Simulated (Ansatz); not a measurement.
Take Zn2SbN3 (space group Cmc2_1, No. 36; a cell from a computed database, its experimental status unchecked) as the base.

```yaml
crystal:
  lattice:
    - [4.97480, -2.86556, 0.00000]
    - [4.97480, 2.86556, 0.00000]
    - [0.00000, 0.00000, 5.39197]
  atoms:
    - { symbol: Zn, position: [0.66446, 0.99148, 0.70563] }
    - { symbol: Zn, position: [0.33554, 0.00852, 0.20563] }
    - { symbol: Zn, position: [0.00852, 0.33554, 0.70563] }
    - { symbol: Zn, position: [0.99148, 0.66446, 0.20563] }
    - { symbol: Sb, position: [0.67930, 0.32070, 0.19480] }
    - { symbol: Sb, position: [0.32070, 0.67930, 0.69480] }
    - { symbol: N, position: [0.66804, 0.00058, 0.07973] }
    - { symbol: N, position: [0.33196, 0.99942, 0.57973] }
    - { symbol: N, position: [0.99942, 0.33196, 0.07973] }
    - { symbol: N, position: [0.00058, 0.66804, 0.57973] }
    - { symbol: N, position: [0.65960, 0.34040, 0.57420] }
    - { symbol: N, position: [0.34040, 0.65960, 0.07420] }
```

Cartesian axes are those of the cell as printed.

Computed with PBEsol/PAW in Ansatz (a program for electronic structure), no spin-orbit coupling.

Before the change:

The valence-band top at Γ is 0.00, -0.05, -0.11 eV.

Modification: tensile biaxial strain of 0.33 % in the plane normal to [001], as in epitaxy on a mismatched substrate; the out-of-plane cell vector and the atoms relax.

**Question.** How does this affect the in-plane stress, valence-band top at Γ and out-of-plane strain?

**Answer.** The mean in-plane stress (compression positive) amounts to -0.9 GPa; the valence-band top at Γ (three highest levels, from the VBM) changes from 0.00, -0.05, -0.11 eV to 0.00, -0.03, -0.12 eV; the out-of-plane strain is -0.21 %.

With Sb present, leaving out spin-orbit coupling can change the band edges. The levels and masses belong to the bands next to the band gap. Whether these cells are dynamically stable was not tested.
